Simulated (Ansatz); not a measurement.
**A self-consistent single point of CsVN₂ (R3m, 8 atoms in the cell) with Ansatz (an electronic-structure program)**

Level of theory: PBEsol, default PAW files made with PBE (plane waves; Ansatz).

The input file:

Ansatz 0.2 input:
```yaml
crystal:
  lattice:
    - [0.00000000, 4.19279500, 4.19279500]
    - [4.19279500, 0.00000000, 4.19279500]
    - [4.19279500, 4.19279500, 0.00000000]
  atoms:
    - { symbol: Cs, position_ang: [2.12526909, 2.12526909, 2.12526909] }
    - { symbol: Cs, position_ang: [0.00000000, 0.00000000, 0.00000000] }
    - { symbol: V, position_ang: [6.28919250, 6.28919250, 6.28919250] }
    - { symbol: V, position_ang: [4.19279500, 4.19279500, 4.19279500] }
    - { symbol: N, position_ang: [5.24099375, 5.24099375, 5.24099375] }
    - { symbol: N, position_ang: [5.24099375, 3.14459625, 3.14459625] }
    - { symbol: N, position_ang: [3.14459625, 3.14459625, 5.24099375] }
    - { symbol: N, position_ang: [3.14459625, 5.24099375, 3.14459625] }
basis:
  ecutwfc: 30.9 Ry
kpoints:
  mp_grid: { grid: [5, 5, 5] }
hamiltonian:
  xc: pbesol
  pseudopotentials: { kind: paw }
scf:
  occupations: { method: fixed }
output:
  forces: true
  eigenvalues: true
  stress: true
```

Output (repeated stretches shortened):

```
WARN ansatz: RAYON_NUM_THREADS=1 ignored (pool sized by the plan → 1); use --threads N
Pseudopotentials: kind: paw
Pseudopotential: Cs, paw, valence charge 9
Pseudopotential: V, paw, valence charge 13
Pseudopotential: N, paw, valence charge 5
Crystal: 8 atoms, lattice volume = 147.415 Å³
Basis set: ecut = 420.4159175005146 eV, 2891 PW (Γ), exchange–correlation on 80×80×80 points (8 copies of the dense FFT grid, shifted against one another)
Bands: 40, of which v1, the nominal top of the filled ones, is band 32 counted from 1 (31 counted from 0)
Symmetry: 6 space group operations
Space group: R3m (ITA 160), of the structure as read, at distance tolerance 5.3e-5 Å
k-points: 19 of 125 (time reversal used)
PAW frozen core: Cs, regenerated for the run's functional, and the local potential with it
PAW frozen core: V, regenerated for the run's functional, and the local potential with it
PAW frozen core: N, regenerated for the run's functional, and the local potential with it
Initial density: superposition of atomic densities (neutral atoms: chi_scale 0, normalization atom), corrected by the library's trained network
Initial wavefunctions: pseudopotential atomic-orbital guess
Eigensolver: davidson
Functional: x = pbesol(κ = 0.804, μ = 0.12345679012345678), c = pbesol(β = 0.046)
SCF iter   1: F=—  HF=-18462.865796 eV  |F-HF|=—  |Δ(HF+E_count)|=         —  Δρ=8.57e-3  dr2=1.09e-1  ethr=1.77e-3  ⟨swp⟩=4.6  Hψ=2666  notcnv=0  defer=111
all-band conjugate gradients solve this SCF's bands
preconditioner: auto → Resta (q_TF=auto, 2.374 Å⁻¹)
SCF iter   2: F=—  HF=-18462.835924 eV  |F-HF|=—  |Δ(HF+E_count)|=   2.99e-2  Δρ=2.95e-3  dr2=1.68e-2  ethr=1.70e-4  ⟨swp⟩=2.1  Hψ=1282  notcnv=0  defer=114
SCF iter   3: F=—  HF=-18462.836801 eV  |F-HF|=—  |Δ(HF+E_count)|=   8.77e-4  Δρ=4.54e-3  dr2=3.31e-2  ethr=2.62e-5  ⟨swp⟩=2.7  Hψ=1333  notcnv=0  defer=114
SCF iter   4: F=—  HF=-18462.832912 eV  |F-HF|=—  |Δ(HF+E_count)|=   3.89e-3  Δρ=7.87e-4  dr2=8.11e-4  ethr=2.62e-5  ⟨swp⟩=2.0  Hψ=975  notcnv=0  defer=114
SCF iter   5: F=—  HF=-18462.832961 eV  |F-HF|=—  |Δ(HF+E_count)|=   4.90e-5  Δρ=2.33e-4  dr2=8.28e-5  ethr=1.27e-6  ⟨swp⟩=2.4  Hψ=1203  notcnv=0  defer=114
SCF iter   6: F=—  HF=-18462.832942 eV  |F-HF|=—  |Δ(HF+E_count)|=   1.97e-5  Δρ=1.17e-4  dr2=2.49e-5  ethr=1.29e-7  ⟨swp⟩=2.0  Hψ=1031  notcnv=0  defer=65
SCF iter   7: F=—  HF=-18462.832940 eV  |F-HF|=—  |Δ(HF+E_count)|=   1.65e-6  Δρ=3.27e-5  dr2=1.98e-6  ethr=3.90e-8  ⟨swp⟩=2.0  Hψ=1088  notcnv=0  defer=66
SCF iter   8: F=—  HF=-18462.832940 eV  |F-HF|=—  |Δ(HF+E_count)|=   2.10e-7  Δρ=1.32e-5  dr2=4.06e-7  ethr=3.10e-9  ⟨swp⟩=2.4  Hψ=1111  notcnv=0  defer=65
SCF iter   9: F=—  HF=-18462.832940 eV  |F-HF|=—  |Δ(HF+E_count)|=   2.42e-8  Δρ=9.01e-6  dr2=1.85e-7  ethr=1.56e-10  ⟨swp⟩=13.4  Hψ=3934  notcnv=0
SCF iter  10: F=-18462.832940 eV  HF=-18462.832940 eV  |F-HF|=3.07e-8  |Δ(HF+E_count)|=   1.60e-8  Δρ=4.50e-6  dr2=3.90e-8  ethr=1.56e-10  ⟨swp⟩=3.5  Hψ=2057  notcnv=0
SCF 1 converged in 10 iterations: F = -18462.832940 eV  dr2 = 3.90e-8
SCF converged after 10 iterations
Free energy (F): -18462.832940 eV
Harris-Foulkes:  -18462.832940 eV  (|F-HF|=3.07e-8)
Internal energy: -18462.832940 eV  (E = F + TS)
E sigma→0 (E₀):  -18462.832940 eV
Fermi energy:    8.017495 eV
--- Per-component energies (eV) ---
  E_band       = -554.872277
  E_kinetic    = 1469.532495
  E_local      = -4962.254442  (includes V_loc(G=0)·N_el)
  E_nonlocal   = 149.778447
  E_hartree    = 2089.192541
  E_xc         = -841.122382
  E_vxc        = -884.265377  (∫ρ·V_xc dr)
  E_paw        = -12623.631773  (= ΣΔE_a)
  E_vpaw       = -506.042691  (= ΣTr[D̂ρ^β])
  E_aug_tail   = 0.000818  (compensation charges beyond the density's cutoff)
  E_ewald      = -3745.028719
  E_core_change = 0.700074  (= ΣΔE_core)
  E_smearing   = -0.000000  (= −TS)
  E_closure    = 0.000000  (closes the sum)
  Σ components = -18462.832940   (vs F -18462.832940, Δ=0.00e0)
--- Forces (eV/Å), atoms counted from 1 ---
  atom   1  Cs    -0.06337492    -0.06337492    -0.06337492
  atom   2  Cs     0.03104825     0.03104825     0.03104825
  atom   3  V      0.01522219     0.01522219     0.01522219
  atom   4  V      0.02385276     0.02385276     0.02385276
  atom   5  N      0.00820054     0.00820054     0.00820054
  atom   6  N     -0.01132262    -0.00181329    -0.00181329
  atom   7  N     -0.00181329    -0.00181329    -0.01132262
  atom   8  N     -0.00181329    -0.01132262    -0.00181329
  max |Σ_I F_I| component: 3.95e-7 eV/Å
--- Stress (GPa, compression-positive) ---
       -3.939761      -0.034456      -0.034456
       -0.034456      -3.939761      -0.034456
       -0.034456      -0.034456      -3.939761
  P = ⅓ Tr σ = -3.9398 GPa (-39.398 kbar)
  The stress holds the Pulay correction. Without it, at fixed plane waves, as pw.x and ABINIT print it: P = -4.1975 GPa
--- Band table (eV; the first three rows and the last of 19) ---
  k-point 0: bands = ["-56.1249", "-56.1233", "-30.1466", "-30.1440", "-30.1440", "-30.1270", "-30.1246", "-30.1246", "-13.6955", "-13.1865", "-5.4407", "-4.4685", "-4.4642", "-4.4642", "-0.8113", "-0.8113", "-0.7174", "-0.1005", "-0.0188", [...]
  k-point 1: bands = ["-56.1248", "-56.1234", "-30.1471", "-30.1447", "-30.1438", "-30.1264", "-30.1249", "-30.1239", "-13.6589", "-13.2242", "-5.4147", "-4.5477", "-4.4674", "-4.4628", "-0.9078", "-0.8489", "-0.7980", "0.0039", "0.0793", "0.1566", [...]
  k-point 2: bands = ["-56.1246", "-56.1237", "-30.1480", "-30.1457", "-30.1433", "-30.1261", "-30.1248", "-30.1229", "-13.5808", "-13.3040", "-5.3615", "-4.6970", "-4.4661", "-4.4603", "-1.0376", "-0.9560", "-0.6548", "0.1407", "0.1922", "0.2173", [...]
  k-point 18: bands = ["-56.1244", "-56.1238", "-30.1487", "-30.1463", "-30.1413", "-30.1303", "-30.1223", "-30.1220", "-13.5525", "-13.3314", "-5.2892", "-4.8208", "-4.4657", "-4.4626", "-1.0620", "-0.9482", "-0.5823", "-0.0560", "0.2662", [...]
```

The run converged in 10 iterations.

The starting cell comes from a database of computed structures (which also holds hypothetical and non-ambient phases and stackings), without a prior relaxation at this level. Its lattice was rescaled by up to half a per cent. One atom was moved a little off its site on purpose. With a pressure of about -4 GPa the cell is away from its equilibrium volume at this level. Ansatz's pressure includes its estimate of the finite-basis (Pulay) stress. Another mesh or the band path of this cell gives a smaller gap, so this value is not converged in the mesh.
